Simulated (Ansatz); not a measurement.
The reference is SnC in the rock salt structure (space group Fm-3m, No. 225; a hypothetical phase, not in the database extracts checked; relaxed with 0.1 eV smearing).

```xyz
2
Lattice="0.0000 2.4007 2.4007 2.4007 0.0000 2.4007 2.4007 2.4007 0.0000" Properties=species:S:1:pos:R:3 pbc="T T T"
C      0.0000     0.0000     0.0000
Sn     2.4007     2.4007     2.4007
```

Cartesian axes are those of the cell as printed.

Method: DFT with PBE, PAW potentials and a 420 eV plane-wave cutoff in Ansatz (a quantum-chemistry and plane-wave program), no spin-orbit coupling.

Modification: every lattice vector is stretched by 2.82 %; the atoms relax in the strained cell.

Predict the stress tensor and what it implies for the stiffness.

Stress of the strained cell less that of the base (GPa, compression positive):
```
   -8.9     0.0     0.0
    0.0    -8.9     0.0
    0.0     0.0    -8.9
```

Then B = −ΔP/(ΔV/V₀) with ΔV/V₀ = 0.0870 gives secant stiffness values (nonlinear terms included at this strain): B ≈ 102 GPa.

As a check, the harmonic strain energy −½ V₀ Δσ:ε is 32 meV/atom; the computed energy rise is 36 meV/atom.

Stability against distortions was not tested. The final runs are not spin-polarised.
